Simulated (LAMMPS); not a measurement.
System: a symmetric tilt boundary about [1-10] in CdTe (zinc blende), boundary plane (332).

All values are model results, not measurements: classical MD, pair style sw, file CdTeZnSeHgS0.sw; code LAMMPS.

Σ11, energy 0.44 J/m² at 0 K; heated in steps, 60 ps sampled at each, free outer surfaces; steps at which the grains lost their order are left out.

```
T (K)  disordered width (Å)  disordered share in the grains
-----  --------------------  ------------------------------
675                     1.8                            0.00
945                     2.4                            0.00
1080                    2.7                            0.00
1215                    [?]                            0.01
1310                    [?]                            0.03
```

Task: What belongs in the gaps?

Result: 
- 1310, disordered width (Å): 3.6
- 1215, disordered width (Å): 3.4
